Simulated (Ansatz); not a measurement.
Start from KI in the rock salt structure (space group Fm-3m, No. 225; a = 7.0065 Å).

Computed with plane-wave PAW DFT at the PBEsol level (Ansatz, a quantum-chemistry and plane-wave program, 420 eV), spin-orbit coupling left out.

For the base:

Width of the top valence band: 0.64 eV
Pressure: 0.00 GPa
Valley order: Γ 3.87 eV; X along ⟨100⟩ 4.79 eV

Now apply this change: an isotropic linear strain of −1.03 %, atoms relaxed at fixed cell.

What happens to the mean gap deformation potential ΔEg/Δln V, width of the top valence band, pressure and valley order?

The mean gap deformation potential ΔEg/Δln V is -2.2 eV; the width of the top valence band goes up by 0.04 eV, from 0.64 eV to 0.68 eV; the pressure goes from zero to 0.41 GPa; the valley order (the lowest conduction-band minima on the path, energy above the VBM, named in the base's zone) becomes Γ 3.94 eV; X along ⟨100⟩ 4.73 eV (base: Γ 3.87 eV; X along ⟨100⟩ 4.79 eV).

With I present, leaving out spin-orbit coupling can change the band edges. Stability against distortions was not tested.
